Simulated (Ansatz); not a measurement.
The parent structure is Au in the fcc (Cu type) structure (space group Fm-3m, No. 225; a = 4.1244 Å; relaxed with 0.1 eV smearing). Axes: x, y, z lie along the cube axes.

Method: DFT with r2SCAN, PAW potentials and a 500 eV plane-wave cutoff in Ansatz (a program for electronic structure), no SOC, earlier PAW set.

Before the change:

The volume per atom comes out as 17.54 Å³.

It is then changed as follows: compressive biaxial strain of 0.76 % in the plane normal to [110], as in epitaxy on a mismatched substrate; the out-of-plane cell vector and the atoms relax.

Problem. Predict the new in-plane stress.

Solution. The mean in-plane stress (compression positive) comes out as +0.7 GPa.

Problem. What does the calculation give for the energy relative to the base after the change?

Solution. The energy grows by 0.5 meV/atom.

Problem. Estimate the effect on the volume per atom.

Solution. The volume per atom falls by 0.04 Å³, from 17.54 Å³ to 17.50 Å³.

Stability against distortions was not tested.
